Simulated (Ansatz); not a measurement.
BaTiO3 under a change: Ba vacancy

Take a 20-atom supercell of BaTiO3 (space group P4mm, No. 99; a = 3.955 Å, c = 4.044 Å) at its relaxed geometry as the base.

Modification: one Ba atom is removed, atoms relaxed at fixed cell, starting from a slightly rattled geometry.

All numbers come from Ansatz (a first-principles code) PBEsol, no SOC. Γ-centred 5×5×5 mesh, Fermi–Dirac width 0.01 eV.

```tsv
quantity	base	changed	shift
pressure	0.0 GPa	-2.3 GPa	-2.3 GPa
gap of the supercell	1.85 eV	zero	–
total moment of the cell	–	1.8 μB	–
largest displacement of a host atom from its site in the perfect cell	–	0.05 Å	–
```

Final structure:

```yaml
crystal:
  lattice:
    - [3.95540, -3.95540, -4.04425]
    - [-3.95540, 3.95540, -4.04425]
    - [3.95540, 3.95540, 4.04425]
  atoms:
    - { symbol: Ti, position: [0.52138, 0.52150, 0.49236] }
    - { symbol: Ti, position: [0.02906, 0.02876, 0.50732] }
    - { symbol: Ti, position: [0.02552, 0.52671, 0.99959] }
    - { symbol: Ti, position: [0.52703, 0.02567, 0.00005] }
    - { symbol: Ba, position: [0.53764, 0.53748, 0.99981] }
    - { symbol: Ba, position: [0.53503, 0.03487, 0.49978] }
    - { symbol: Ba, position: [0.03506, 0.53491, 0.49976] }
    - { symbol: O, position: [0.30320, 0.30296, 0.50660] }
    - { symbol: O, position: [0.79636, 0.79614, 0.49296] }
    - { symbol: O, position: [0.79625, 0.30315, 0.99975] }
    - { symbol: O, position: [0.30339, 0.79606, 0.99976] }
    - { symbol: O, position: [0.55219, 0.29815, 0.25463] }
    - { symbol: O, position: [0.04242, 0.78810, 0.25237] }
    - { symbol: O, position: [0.04351, 0.29705, 0.74485] }
    - { symbol: O, position: [0.53574, 0.78955, 0.74708] }
    - { symbol: O, position: [0.29849, 0.55194, 0.25472] }
    - { symbol: O, position: [0.78828, 0.04219, 0.25226] }
    - { symbol: O, position: [0.78991, 0.53549, 0.74720] }
    - { symbol: O, position: [0.29721, 0.04325, 0.74478] }
```

Cost of the whole job for the changed cell (relaxation, final SCF and bands): around 70 core-minutes (rough).

Other magnetic orders, which the real material may have, were not ruled out. In so small a cell the defect repeats every few ångströms: this is an ordered compound, not a dilute defect. A case with no gap was solved on a k-mesh chosen for an insulator, which is coarse for it. No Hubbard U is applied, and correlation can decide whether such a compound is a metal. Spin-polarised in the final run: Ba vacancy; the other runs are not. The defect cell is spin-polarised and ends with 1.8 μB, a fractional moment that hangs on the mesh and smearing.
